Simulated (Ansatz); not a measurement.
SiC (P6_3mc), Ansatz (a quantum-chemistry and plane-wave program) with PBEsol with spin-orbit coupling, rigid bands: N_c = 1.05e19 cm⁻³ at 300 K and an electron conductivity mass of 0.434 mₑ along y (a = (3.08, 0.00, 0.00) Å; b = (-1.54, 2.66, 0.00) Å; c = (0.00, 0.00, 5.05) Å).

Problem. For 1e17 electrons per cm³ at 300 K, place the Fermi level, estimate the Seebeck coefficient of a parabolic band with constant τ, and give mobility and conductivity for τ = 10 fs.

Solution. The level lies k_BT ln(N_c/n) = 0.120 eV below the conduction-band minimum. S ≈ −(k_B/e)[ln(N_c/n) + 5/2] = -616 μV/K, against -621 μV/K from the full bands (mean over directions). μ = eτ/m = 40.5 cm²/(V·s) and σ = neμ = 0.649 S/cm. τ is assumed, not computed.

Band transport and this doping are assumed; polarons and phonon drag are left out.
